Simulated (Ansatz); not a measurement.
HgTe (P3₁21, No. 152, 6 atoms in the cell; start mp-358; a measured phase of this formula has another space group)

Level of theory: r²SCAN+rVV10 (Ansatz, an electronic-structure program, PAW).

Numerical settings: plane-wave cutoff 560 eV, 12×12×4 k mesh (along the axes of the cell as run), Fermi–Dirac smearing 0.01 eV, scalar-relativistic PAW data made under PBE.

Cell (relaxed at this level):

```
CELL_PARAMETERS angstrom
      4.55741     0.00000     0.00000
     -2.27870     3.94683     0.00000
      0.00000     0.00000    10.28153
ATOMIC_POSITIONS crystal
  Hg 0.33790 0.33790 0.00000
  Hg 0.66210 0.00000 0.33333
  Hg 0.00000 0.66210 0.66667
  Te 0.46933 0.46933 0.50000
  Te 0.53067 0.00000 0.83333
  Te 0.00000 0.53067 0.16667
```

For HgTe (P3₁21, No. 152, 6 atoms in the cell; start mp-358; a measured phase of this formula has another space group), the band gap is 0.68 eV (on the SCF k mesh).

Note: the relaxation could not lower the start's symmetry, so the cell can be a saddle point above a distorted one.

Spin–orbit coupling is not included; with these elements it can move the gap by several tenths of an eV or more.

Static lattice: no zero-point or thermal effects.

A start named mp-… is a Materials Project structure, which need not be a measured phase.
